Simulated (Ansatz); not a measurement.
Zr2TlC, pressure series

The reference is Zr₂TlC (space group P6_3/mmc, No. 194; a = 3.3454 Å, c = 14.9084 Å; a cell from a computed database, its experimental status unchecked).

Cell and atoms are relaxed at each pressure.

Calculations: PBEsol (Ansatz, a quantum-chemistry and plane-wave program; PAW; 420 eV plane waves; spin-orbit coupling left out).

| pressure (GPa) | volume per atom (Å³/atom) |
|---|---|
| 0 | 18.062 |
| 0.3 | 18.020 |
| 0.7 | ? |
| 1.5 | 17.857 |
| 3 | 17.665 |
| 5 | 17.426 |

### Question
Fit the third-order Birch–Murnaghan form P(V) = (3B₀/2)[(V₀/V)^(7/3) − (V₀/V)^(5/3)]·[1 + (3/4)(B₀′ − 4)((V₀/V)^(2/3) − 1)] (squares taken in P) to the rows shown and predict the withheld row.

### Answer
Least squares on the printed values gives V₀ = 18.062 Å³/atom, B₀ = 128 GPa, B₀′ = 4.8; this predicts 17.965 Å³/atom, and the run gives 17.965 Å³/atom, in agreement.

Load acts through the strain it causes; cell and atoms are relaxed under it. No phonon test of stability was made. No other phases were tried under pressure. The final runs are not spin-polarised.
